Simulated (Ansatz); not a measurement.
Amorphous Si₂₄O₅₁W, 76 atoms at 2.57 g/cm³, one PBE-relaxed geometry, zone centre. Methods: PBE, scalar-relativistic without spin-orbit coupling (Ansatz, a quantum-chemistry and plane-wave program); r2SCAN, scalar-relativistic without spin-orbit coupling (Ansatz); HSE06, scalar-relativistic without spin-orbit coupling (Ansatz). Plane waves to 420 eV (r2SCAN 500 eV); exact exchange is cut at the cell's faces. At PBE the levels at both edges of the gap are localised (band-tail or defect states), and the nearest spread-out levels lie 5.3 eV apart at the zone centre. The higher rungs were started with moments on some atoms, which died out.

It comes from a melt-quench run on a machine-learned potential (CHGNet), relaxed afterwards by DFT. O atoms were pushed apart under 1.9 Å during the dynamics, to hinder bonds among them. The hot cell started wider than the set density and was brought back towards it in steps. It is the lowest in DFT energy of 2 quenches. It is a model cell: composition and starting density were chosen by hand, and all elements were melted together. No dispersion term was used. Its density started from a set value of 2.43 and ended at 2.57 g/cm³. The simulated quench (nominally 400 K/ps over its main leg) is rapid and tends to freeze in more defects than a deposited or slowly cooled glass has. Values belong to this one cell and scatter from quench to quench. Volume and shape were free in the relaxation.

The relaxation ran on the zone centre alone. At PBE the gap between localised states is 2.33 eV on a 2×2×2 Γ-centred mesh, and the spacing at the zone centre alone 2.33 eV.

What zone-centre spacing does r2SCAN give, roughly?

2.63 eV (+0.30 eV against PBE).

What zone-centre spacing does HSE06 give, roughly?

3.84 eV (+1.50 eV against PBE).

The highest filled and the lowest empty state spread over these numbers of atoms (participation numbers): PBE: 5.0 and 2.8; r2SCAN: 5.0 and 2.7; HSE06: 5.1 and 2.7.
